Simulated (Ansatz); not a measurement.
Evanescent states of ZnO (P6_3mc, wurtzite, 4 atoms a cell, 11.8 Å³ an atom) along the normal of (110)

Calculation: r2SCAN (plane waves, PAW; Ansatz, an electronic-structure program).

No gap correction and no spin-orbit coupling; mid-gap values are interpolated between computed energies.

Energies count from the valence-band top; κ is the least over a 6×6 mesh across the current.

```csv
E (eV),κ (1/Å),where
0.04,0.047,Γ
0.12,0.078,Γ
0.20,0.096,Γ
0.28,0.109,Γ
0.36,0.118,Γ
0.44,0.123,Γ
0.52,0.126,Γ
0.60,0.127,Γ
0.68,0.126,Γ
0.76,0.123,Γ
0.84,0.117,Γ
0.92,0.109,Γ
1.00,0.098,Γ
1.08,0.082,Γ
1.16,0.058,Γ
```

### Question
How thick must the barrier be to attenuate the transmission by 10^6 when the electrodes' Fermi level lies at 1.00 eV, and what attenuation does that film give at 1.16 eV?

### Answer
d = 6 ln 10 / (2 × 0.098) = 70.5 Å. At 1.16 eV it gives 6 × 0.058/0.098 = 3.6 decades.
